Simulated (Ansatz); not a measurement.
Start from MgTe in the wurtzite structure (space group P6_3mc, No. 186).

```
CELL_PARAMETERS angstrom
      4.60888     0.00000     0.00000
     -2.30444     3.99141     0.00000
      0.00000     0.00000     7.50008
ATOMIC_POSITIONS crystal
  Mg 0.33333 0.66667 0.99978
  Mg 0.66667 0.33333 0.49978
  Te 0.33333 0.66667 0.37622
  Te 0.66667 0.33333 0.87622
```

Cartesian axes are those of the cell as printed.

Calculations: PBE (Ansatz, a quantum-chemistry and plane-wave program, PAW, scalar-relativistic without spin-orbit coupling).

Strains are applied to the cell and any free atomic positions relax; under biaxial strain the out-of-plane vector relaxes too.

One change was made to it. Results:

| quantity | base | after |
|---|---|---|
| pressure (mean of the normal stresses, compression positive) | -0.1 kbar | 2.4 kbar |
| shortest interatomic distance | 2.818 Å | 2.809 Å |

Task: Name the change that was made.
A) biaxial strain −1.20 %, plane normal [001], relaxed out of plane
B) biaxial strain −2.40 %, plane normal [001], relaxed out of plane
C) biaxial strain −1.80 %, plane normal [001], relaxed out of plane
D) biaxial strain −3.00 %, plane normal [001], relaxed out of plane
E) biaxial strain −0.60 %, plane normal [001], relaxed out of plane

Result: E, biaxial strain −0.60 %, plane normal [001], relaxed out of plane. For comparison, the pressure in the other runs: biaxial strain −2.40 %, plane normal [001], relaxed out of plane gives 10.0 kbar; biaxial strain −3.00 %, plane normal [001], relaxed out of plane gives 12.7 kbar; biaxial strain −1.80 %, plane normal [001], relaxed out of plane gives 7.5 kbar; biaxial strain −1.20 %, plane normal [001], relaxed out of plane gives 4.9 kbar.

Whether these cells are dynamically stable was not tested.
